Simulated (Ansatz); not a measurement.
TiSi2: Ti → Hf

Take TiSi₂ (space group Cmcm, No. 63; a = 3.5149 Å, b = 13.3480 Å, c = 3.5571 Å) as the base.

Modification: Hf takes the place of Ti on all its sites; the structure is relaxed again.

Calculations: PBEsol (Ansatz, an electronic-structure program; PAW; 420 eV plane waves; no spin-orbit coupling). Settings: 13×13×13 k-points, 0.05 eV Fermi–Dirac smearing, for the changed cell.

```csv
quantity,base,changed,shift
volume per atom,13.91 Å³,15.87 Å³,+1.96 Å³
density,4.14 g/cm³,8.19 g/cm³,+4.045 g/cm³
space group,Cmcm (No. 63),Cmcm (No. 63),–
band gap,zero,zero,–
```

Final structure:

```
CELL_PARAMETERS angstrom
      1.82516    -7.17517     0.00000
      1.82516     7.17517     0.00000
      0.00000     0.00000     3.63515
ATOMIC_POSITIONS crystal
  Si 0.94477 0.05523 0.75000
  Si 0.05523 0.94477 0.25000
  Si 0.24987 0.75013 0.75000
  Si 0.75013 0.24987 0.25000
  Hf 0.60474 0.39526 0.75000
  Hf 0.39526 0.60474 0.25000
```

Cost of the whole job for the changed cell (relaxation, final SCF and bands): around 9 core-minutes (rough).

Stability against distortions was not tested. All final runs are without spin polarisation.
